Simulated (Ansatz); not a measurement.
The structure below was relaxed with PBEsol, PAW, 420 eV (Ansatz, an electronic-structure program; no spin-orbit coupling).

```
CELL_PARAMETERS angstrom
     -1.97451     1.97451     2.34732
      1.97451    -1.97451     2.34732
      1.97451     1.97451    -2.34732
ATOMIC_POSITIONS crystal
  Hf 0.00000 0.00000 0.00000
  F  0.75000 0.25000 0.50000
  F  0.25000 0.75000 0.50000
```

### Question
Find the space group and the Wyckoff positions.

### Answer
Space group I4/mmm (No. 139); a = b = 3.9490 Å, c = 4.6946 Å, α = β = γ = 90.00°

| atom | site | symmetry | x | y | z |
|---|---|---|---|---|---|
| Hf | 2a | 4/mmm | 0.0000 | 0.0000 | 0.0000 |
| F | 4d | -4m2 | 0.0000 | 0.5000 | 0.2500 |

No phonon test of stability was made. The final runs are not spin-polarised. The cell was made from HfO2 by this change: O → F; the result is a hypothetical phase, not in the database extracts checked. HfF2 has a high density of states at the Fermi level and may be magnetic at this level.
